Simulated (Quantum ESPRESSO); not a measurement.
## A series of runs on Mg6ZrW (Amm2, 8 atoms in the cell)

```xyz
8
Lattice="4.9420 0.0000 0.0000 0.0000 3.0395 5.5743 0.0000 -3.0395 5.5743" Properties=species:S:1:pos:R:3 pbc="T T T"
Mg     0.0000    -1.4816     6.3640
Mg     0.0000     1.4816     6.3640
Mg     0.0000     0.0000     3.6630
Mg     2.4710    -1.5392     4.7687
Mg     2.4710     1.5392     4.7687
Mg     2.4710     0.0000     1.9548
Zr     0.0000     0.0000     8.9243
W      2.4710     0.0000     7.7867
```

Base run A: Quantum ESPRESSO with PBEsol, SSSP 1.1.2 efficiency (PBE) pseudopotentials, self-consistent single point.

Its settings: ecutwfc = 40 Ry; ecutrho = 320 Ry; occupations = smearing; smearing = cold; degauss = 0.019992 Ry; input_dft = pbesol; potentials = {Mg: Mg.pbe-n-kjpaw_psl.0.3.0.UPF, Zr: Zr_pbe_v1.uspp.F.UPF, W: W_pbe_v1.2.uspp.F.UPF}; K_POINTS = automatic 4 4 4 1 1 1; conv_thr = 1e-10 Ry; mixing_beta = 0.3.

The starting cell comes from a database of computed structures (which also holds hypothetical and non-ambient phases and stackings), without a prior relaxation at this level. Spin polarisation is off.

Runs:
- B: input_dft: pbesol → default; pseudopotentials: {Mg: Mg.pbe-n-kjpaw_psl.0.3.0.UPF, Zr: Zr_pbe_v1.uspp.F.UPF, W: W_pbe_v1.2.uspp.F.UPF} → {Mg: mg_lda_v1.4.uspp.F.UPF, Zr: zr_lda_v1.uspp.F.UPF, W: w_lda_v1.2.uspp.F.UPF} [LDA (PZ)]
- C: input_dft: pbesol → rpbe [RPBE]
- D: input_dft: pbesol → revpbe [revPBE]
- E: input_dft: pbesol → blyp [BLYP]
- F: input_dft: pbesol → wc [Wu-Cohen GGA]
- G: input_dft: pbesol → pw91 [PW91]
- H: input_dft: pbesol → vdw-df2 [vdW-DF2]
- I: input_dft: pbesol → vdw-df-cx [vdW-DF-cx]
- J: input_dft: pbesol → rvv10 [rVV10]

```
run  pressure (GPa)  largest force (eV/Å)  valence electrons
---  --------------  --------------------  -----------------
A             -2.08                 0.226                 38
B             -4.31                 0.361                 86
C              1.05                 0.025                 38
D              0.70                 0.023                 38
E              1.00                 0.086                 38
F             -1.91                 0.211                 38
G             -0.61                 0.112                 38
H              1.29                 0.218                 38
I             -1.09                 0.185                 38
J             -0.39                 0.123                 38
```

Run G against A: The pressure goes from -2.08 to -0.61 GPa and the largest force goes from 0.226 to 0.112 eV/Å.

Run I against A: The pressure goes from -2.08 to -1.09 GPa and the largest force goes from 0.226 to 0.185 eV/Å.
